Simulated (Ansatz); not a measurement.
Input and output of a self-consistent single point for Ge (P3m1, 4 atoms in the cell) (Ansatz, a quantum-chemistry and plane-wave program).

Computed with LDA (PW92), default PAW files made with PBE (plane waves; Ansatz).

The change in words: lattice scaled by 0.98; basis.ecutrho_ratio: default → 6. Reference geometry:
```
CELL_PARAMETERS angstrom
      3.97760     0.00000     0.00000
     -1.98880     3.44470     0.00000
      0.00000     0.00000     6.56638
ATOMIC_POSITIONS crystal
  Ge 0.66667 0.33333 0.07051
  Ge 0.33333 0.66667 0.93710
  Ge 0.33333 0.66667 0.56290
  Ge 0.66667 0.33333 0.43710
```

Reference input (self-consistent single point, DFT, LDA (PW92), plane waves, default PAW files made with PBE): basis.ecutwfc = 30.9 Ry; kpoints.mp_grid.grid = 7 7 3; hamiltonian.xc = lda; hamiltonian.pseudopotentials = {kind: paw} (the program's default PAW files); scf.occupations.method = fermi_dirac; scf.occupations.width = 0.0073 Ry. This run's input differs from it in these lines:

Ansatz 0.2 input:
```diff
@@ -2,5 +2,5 @@
   lattice:
-    - [3.977602, 0.000000, 0.000000]
-    - [-1.988801, 3.444704, 0.000000]
-    - [0.000000, 0.000000, 6.566383]
+    - [3.898050, 0.000000, 0.000000]
+    - [-1.949025, 3.375810, 0.000000]
+    - [0.000000, 0.000000, 6.435055]
   atoms:
@@ -12,2 +12,3 @@
   ecutwfc: 30.9 Ry
+  ecutrho_ratio: 6
 kpoints:
```

Log, with long lists cut:

```
SCF iter   1: F=—  HF=-16862.733721 eV  |F-HF|=—  |Δ(HF+E_count)|=         —  Δρ=4.56e-3  dr2=7.41e-3  ethr=1.77e-3  ⟨swp⟩=5.5  Hψ=2571  notcnv=0
all-band conjugate gradients solve this SCF's bands
preconditioner: auto → Resta (q_TF=auto, 2.547 Å⁻¹)
SCF iter   2: F=—  HF=-16862.728432 eV  |F-HF|=—  |Δ(HF+E_count)|=   5.29e-3  Δρ=2.62e-3  dr2=2.29e-3  ethr=1.32e-5  ⟨swp⟩=1.9  Hψ=1149  notcnv=0
   [... lines left out ...]
SCF iter   4: F=—  HF=-16862.727814 eV  |F-HF|=—  |Δ(HF+E_count)|=   1.38e-4  Δρ=1.32e-4  dr2=7.51e-6  ethr=2.35e-7  ⟨swp⟩=2.0  Hψ=1240  notcnv=0
SCF iter   5: F=—  HF=-16862.727792 eV  |F-HF|=—  |Δ(HF+E_count)|=   2.19e-5  Δρ=3.15e-5  dr2=7.33e-7  ethr=1.34e-8  ⟨swp⟩=2.0  Hψ=1238  notcnv=0
SCF iter   6: F=—  HF=-16862.727792 eV  |F-HF|=—  |Δ(HF+E_count)|=   6.24e-7  Δρ=1.19e-5  dr2=1.07e-7  ethr=1.79e-10  ⟨swp⟩=5.4  Hψ=2841  notcnv=0
SCF iter   7: F=-16862.727792 eV  HF=-16862.727792 eV  |F-HF|=1.62e-8  |Δ(HF+E_count)|=   2.74e-8  Δρ=5.40e-6  dr2=1.42e-8  ethr=1.79e-10  ⟨swp⟩=4.3  Hψ=2166  notcnv=0
SCF 1 converged in 7 iterations: F = -16862.727792 eV  dr2 = 1.42e-8
Free energy (F): -16862.727792 eV
Internal energy: -16862.715515 eV  (E = F + TS)
E sigma→0 (E₀):  -16862.721653 eV
Entropy (-TS):   -0.012277 eV (-3.069 meV/atom)
Fermi energy:    9.254027 eV
--- Forces (eV/Å), atoms counted from 1 ---
  atom   1  Ge     0.00000000    -0.00000000    -0.66383876
  atom   2  Ge    -0.00000000     0.00000000     0.19812190
  atom   3  Ge    -0.00000000     0.00000000     0.12117491
  atom   4  Ge     0.00000000    -0.00000000     0.34454461
--- Stress (GPa, compression-positive) ---
        3.150374      -0.000000       0.000000
       -0.000000       3.150374       0.000000
        0.000000       0.000000       4.818339
  P = ⅓ Tr σ = 3.7064 GPa (37.064 kbar)
  The stress holds the Pulay correction. Without it, at fixed plane waves, as pw.x and ABINIT print it: P = 3.6749 GPa
```

The run converged in 7 iterations. Against the reference run the free energy goes up by 10.2 meV/atom, the pressure goes from -0.91 to 3.71 GPa and the largest force goes from 0.605 to 0.664 eV/Å.

The starting cell comes from a database of computed structures (which also holds hypothetical and non-ambient phases and stackings), without a prior relaxation at this level. Its lattice was rescaled by up to half a per cent. One atom was moved a little off its site on purpose. For this run, on top of that: lattice scaled by 0.98. Ansatz's pressure includes its estimate of the finite-basis (Pulay) stress.
